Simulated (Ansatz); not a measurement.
**Several settings converged on Cr3NiP4 (Pm, 8 atoms in the cell)**

```xyz
8
Lattice="5.2911 0.0000 0.0000 0.0000 3.0769 0.0000 -0.0151 0.0000 5.9601" Properties=species:S:1:pos:R:3 pbc="T T T"
Cr     0.0401     0.0000     1.2142
Cr     2.6040     1.5385     4.2332
Cr     5.2531     1.5385     4.7512
Ni     2.6723     0.0000     1.8051
P      3.6798     0.0000     5.5624
P      0.9808     0.0000     3.3373
P      1.6103     1.5385     0.4204
P      4.2633     1.5385     2.5668
```
Moments meant for the start (each program seeds them in its own way; μB, in the order of the atoms Cr Cr Cr Ni P P P P): 3.0 3.0 3.0 0.0 0.0 0.0 0.0 0.0.

Base method: LDA (PW92), default PAW files made with PBE (plane waves; Ansatz, a first-principles code).

Base settings: basis.ecutwfc = 420 eV; kpoints.mp_grid.grid = 2 4 2; hamiltonian.xc = lda; hamiltonian.pseudopotentials = {kind: paw} (the program's default PAW files); magnetization.spin_polarized = true; scf.occupations.method = gaussian; scf.occupations.width = 0.1 eV.

The count of work is k-points × plane waves × bands × iterations; it is no time. Core times come from one kind of shared machine, to one figure; runs under 30 s give none.

**The cutoff for other potential files**

Level: DFT, LDA (PW92), plane waves, harder PAW files (source: ansatz) made with PBE.

In this ladder: hamiltonian.pseudopotentials = {kind: paw, source: ansatz}.

The second cell is the first with its lattice scaled by 0.98.

The mesh stays at the base's, so the ladder's end is converged at best in this setting alone.

The first pressure column holds Ansatz's estimate of the finite-basis (Pulay) stress, which hides part of the cutoff error; the other is without it.

Only quantities that move along the ladder and can be compared are tabulated.

| basis.ecutwfc | free energy less the last step's (meV/atom) | energy of the compressed cell less the first (meV/atom) | pressure (GPa) | pressure without the Pulay estimate (GPa) | largest difference of a force vector from the last step's (eV/Å) | count of work / last | core time / last (rough) |
|---|---|---|---|---|---|---|---|
| 420 eV | 2866.15 | 41.90 | -9.64 | -189.50 | 0.596 | 0.067 | – |
| 510 eV | 624.75 | -12.54 | -7.89 | -57.21 | 0.240 | 0.14 | – |
| 650 eV | 51.56 | -11.17 | -8.53 | -13.91 | 0.013 | 0.21 | 0.3 |
| 790 eV | 4.64 | -11.57 | -8.61 | -9.09 | 0.002 | 0.28 | 0.3 |
| 930 eV | 1.20 | -11.61 | -8.63 | -8.68 | 0.000 | 0.35 | 0.4 |
| 1115 eV | 0.58 | -11.63 | -8.64 | -8.66 | 0.000 | 0.47 | 0.5 |
| 1395 eV | 0.17 | -11.63 | -8.64 | -8.65 | 0.000 | 0.65 | 0.7 |
| 1860 eV | 0.00 | -11.64 | -8.64 | -8.64 | 0.000 | 1.0 | 1 |

Coarsest basis.ecutwfc that holds the energy of the compressed cell less the first within 2 meV/atom of the last step, with all finer ones: 510 eV, at 0.14 of the last step's count of work; the step before is off by 54 meV/atom.

Coarsest basis.ecutwfc that holds the free energy within 0.5 meV/atom of the last step, with all finer ones: 1395 eV; the step before is off by 0.58 meV/atom.

Coarsest basis.ecutwfc that holds the pressure without the Pulay estimate within 1 GPa of the last step, with all finer ones: 790 eV, at 0.28 of the last step's count of work and about 0.3 of the last step's time; the step before is off by 5.3 GPa.

The energy difference between the two cells stays within 1 meV/atom of the last step's from 510 eV on, the total only from 1115 eV on: much of the error is common to both cells and cancels.

At the lowest cutoff the pressure without the Pulay estimate lies 181 GPa under the last step's, the usual sign of Pulay stress in an incomplete plane-wave basis.

**The density cutoff**

The mesh stays at the base's, so the ladder's end is converged at best in this setting alone.

Only quantities that move along the ladder and can be compared are tabulated.

| basis.ecutrho_ratio | free energy less the last step's (meV/atom) | pressure (GPa) |
|---|---|---|
| 2 | -1.16 | -8.61 |
| 3 | -0.02 | -8.72 |
| 4 | 0.00 | -8.72 |
| 5 | 0.00 | -8.72 |
| 6 | 0.00 | -8.72 |
| 8 | 0.00 | -8.72 |
| 10 | 0.00 | -8.72 |
| 12 | 0.00 | -8.72 |
| 16 | 0.00 | -8.72 |

Coarsest basis.ecutrho_ratio that holds the pressure within 0.05 GPa of the last step, with all finer ones: 3; the step before is off by 0.11 GPa.

Coarsest basis.ecutrho_ratio that holds the free energy within 0.5 meV/atom of the last step, with all finer ones: 3; the step before is off by 1.2 meV/atom.

On the base run: the starting cell comes from a database of computed structures (which also holds hypothetical and non-ambient phases and stackings), without a prior relaxation at this level. Its lattice was rescaled by up to half a per cent. One atom was moved a little off its site on purpose. The magnetic order is the one reached from the typed start; others were not searched systematically. In the base run, with a pressure of about -9 GPa the cell is away from its equilibrium volume at this level. In the base run, forces exceed 1 eV/Å. Without a gap this mesh is coarse (it stands for a supercell whose shortest vector is 11 Å).

Keys are those of Ansatz 0.2.
